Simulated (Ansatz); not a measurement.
Functionals compared on the (20-21) surface of hcp Lu in its 1x1 cell, outermost plane spacing 0.24 Å in the ideal cut, in Ansatz (plane waves, PAW). The structure was relaxed with PBE; the other rows are single points on it, each with its references at the same level. Cutoff 420 eV (500 eV for r2SCAN).

Slab: 16 atoms, 10.5 Å thick at the start (thin: gaps and levels are the slab's own); k 11x4x1, smearing 0.1 eV, dipole-corrected; all atoms relaxed; held to the part of the start's symmetry that mesh and held atoms allow; no spin, no spin-orbit, no U. These notes are the PBE run's.

| functional | surface energy (J/m²) | work function of the top face (eV) | rough cost of the single point |
|---|---|---|---|
| PBE | 1.11 | 3.32 | – |
| LDA | 1.25 | 3.48 | roughly 21 core-minutes |
| PBEsol | [?] | [?] | very roughly 22 core-minutes |
| RPBE | 1.02 | 3.22 | about 22 core-minutes (a rough figure) |
| r2SCAN | 1.22 | 3.40 | roughly 40 core-minutes |

**Question.** Some entries are withheld; supply them.

**Answer.** 
- PBEsol, surface energy (J/m²): 1.22
- PBEsol, work function of the top face (eV): 3.37

Ansatz is a quantum-chemistry and plane-wave program.
